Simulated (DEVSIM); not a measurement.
**abrupt Si p-n junction**

System: abrupt Si p-n junction, at 350 K.

```tsv
layer (left to right)	material	thickness (μm)	Nd (cm⁻³)	Na (cm⁻³)	τn (s)	τp (s)
1	Si	27.0	-	1.3e15	1.1e-5	1.1e-5
2	Si	140	1.6e16	-	1.1e-5	1.1e-5
```

Left contact: ohmic. Right contact: ohmic. Voltage is applied to the left contact. Recombination: SRH at mid-gap, radiative, Auger. Mobility is constant in doping.

The device is made up for the run: typed textbook-type constants, with dimensions and the other settings drawn at random. Values at 300 K; Nc and Nv go as T^1.5, mobilities as T to minus their exponent, the gap by Varshni's rule with the affinity fixed.

```csv
parameter,Si
gap (eV),1.124
affinity (eV),4.05
permittivity,11.7
Nc (cm⁻³),2.86e19
Nv (cm⁻³),3.1e19
μn (cm²/Vs),1417
μp (cm²/Vs),470
T exponent of μn,2.3
T exponent of μp,2.2
B (cm³/s),4.7e-15
Cn (cm⁶/s),2.8e-31
Cp (cm⁶/s),9.9e-32
Varshni α (eV/K),0.000473
Varshni β (K),636
```

DEVSIM, 1D drift-diffusion, Boltzmann statistics, complete ionisation; no tunnelling, impact ionisation, image-force lowering or self-heating.

| Property | Result |
|---|---|
| Potential step across the device at zero bias | 0.567 V |
| Largest field in the device at zero bias | 14000 V/cm |
| Dark forward voltage at 1 A/cm² | 0.478 V |
| Dark forward voltage at 100 A/cm² | 1.049 V |

Dark reverse current:

| V (V) | J (A/cm²) |
|---|---|
| -0.20 | -2.7e-7 |
| -0.50 | -3.2e-7 |
| -1.00 | -3.9e-7 |
| -1.50 | -4.5e-7 |
| -2.00 | -5.0e-7 |
| -3.00 | -5.9e-7 |
| -4.00 | -6.6e-7 |
| -5.00 | -7.3e-7 |
| -6.50 | -8.1e-7 |
| -8.00 | -8.9e-7 |
| -10.00 | -9.9e-7 |

Small-signal capacitance in reverse bias (quasi-static):

```
V (V)  C (nF/cm²)
-----  ----------
-0.2         11.9
-0.5         9.96
-1           8.14
-1.5         7.05
-2           6.31
-3           5.33
-4           4.71
-5           4.26
-6.5         3.77
-8           3.42
-10          3.08
```
